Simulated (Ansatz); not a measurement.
# Hypothetical CsCl type TaAs: pressure series

Start from TaAs in the CsCl type structure (space group Pm-3m, No. 221; a = 3.178 Å; a hypothetical phase, not in the database extracts checked).

Cell and atoms are relaxed at each pressure.

Computed with PBEsol (Ansatz, an electronic-structure program), no spin-orbit coupling.

Notes on the quantities. enthalpy: H = E + PV relative to the base's energy.

```
case              lattice parameter a       enthalpy
----------------  -------------------  -------------
base                          3.178 Å              –
pressure −2 GPa               3.189 Å  -0.20 eV/atom
pressure −1 GPa               3.184 Å  -0.10 eV/atom
pressure 0.3 GPa              3.176 Å  +0.03 eV/atom
pressure 0.7 GPa              3.174 Å  +0.07 eV/atom
pressure 1.5 GPa              3.170 Å  +0.15 eV/atom
pressure 3 GPa                3.162 Å  +0.30 eV/atom
pressure 5 GPa                3.152 Å  +0.49 eV/atom
pressure 7.5 GPa              3.141 Å  +0.74 eV/atom
pressure 10 GPa               3.129 Å  +0.98 eV/atom
```

Load acts through the strain it causes; cell and atoms are relaxed under it. No phonon test of stability was made. No other phases were tried under pressure. All final runs are without spin polarisation.
